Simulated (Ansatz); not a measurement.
```xyz
32
Lattice="17.5000 0.0000 0.0000 0.0000 17.5000 0.0000 0.0000 0.0000 4.2669" Properties=species:S:1:pos:R:3 pbc="T T T"
C     11.9351     8.7500     2.8420
C     11.6926     9.9689     3.5584
C     11.9351     8.7500     1.4250
C     11.0022    11.0022     2.8420
C      9.9689    11.6926     3.5584
C     11.6926     9.9689     0.7085
C     11.0022    11.0022     1.4250
C      8.7500    11.9351     2.8420
C      7.5311    11.6926     3.5584
C      9.9689    11.6926     0.7085
C      8.7500    11.9351     1.4250
C      6.4978    11.0022     2.8420
C      5.8074     9.9689     3.5584
C      7.5311    11.6926     0.7085
C      6.4978    11.0022     1.4250
C      5.5649     8.7500     2.8420
C      5.8074     7.5311     3.5584
C      5.8074     9.9689     0.7085
C      5.5649     8.7500     1.4250
C      6.4978     6.4978     2.8420
C      7.5311     5.8074     3.5584
C      5.8074     7.5311     0.7085
C      6.4978     6.4978     1.4250
C      8.7500     5.5649     2.8420
C      9.9689     5.8074     3.5584
C      7.5311     5.8074     0.7085
C      8.7500     5.5649     1.4250
C     11.0022     6.4978     2.8420
C     11.6926     7.5311     3.5584
C      9.9689     5.8074     0.7085
C     11.0022     6.4978     1.4250
C     11.6926     7.5311     0.7085
```

All values below come from PBE (plane waves to 420 eV, PAW; Ansatz, a first-principles code). Mesh 1×1×18. No spin polarisation. It repeats along c; a and b span vacuum. An idealised model, rolled from the flat sheet. Symmetry and one short period hold its shape; lower forms weren't sought.

Q: Tabulate the two highest filled and two lowest empty levels along the axis, from the valence top.

A: 
| k (2π/c) | v2 (eV) | v1 (eV) | c1 (eV) | c2 (eV) |
|---|---|---|---|---|
| 0.000 | 0.00 | 0.00 | 0.58 | 0.97 |
| 0.042 | -0.05 | -0.05 | 0.67 | 1.06 |
| 0.083 | -0.18 | -0.18 | 0.89 | 1.29 |
| 0.125 | -0.37 | -0.37 | 1.20 | 1.60 |
| 0.167 | -0.59 | -0.59 | 1.56 | 1.77 |
| 0.208 | -0.83 | -0.83 | 1.93 | 1.96 |
| 0.250 | -1.08 | -1.08 | 2.15 | 2.15 |
| 0.292 | -1.33 | -1.33 | 2.36 | 2.36 |
| 0.333 | -1.59 | -1.59 | 2.58 | 2.58 |
| 0.375 | -1.63 | -1.63 | 2.56 | 2.56 |
| 0.417 | -1.59 | -1.59 | 2.48 | 2.48 |
| 0.458 | -1.57 | -1.57 | 2.42 | 2.42 |
| 0.500 | -1.56 | -1.56 | 2.40 | 2.40 |
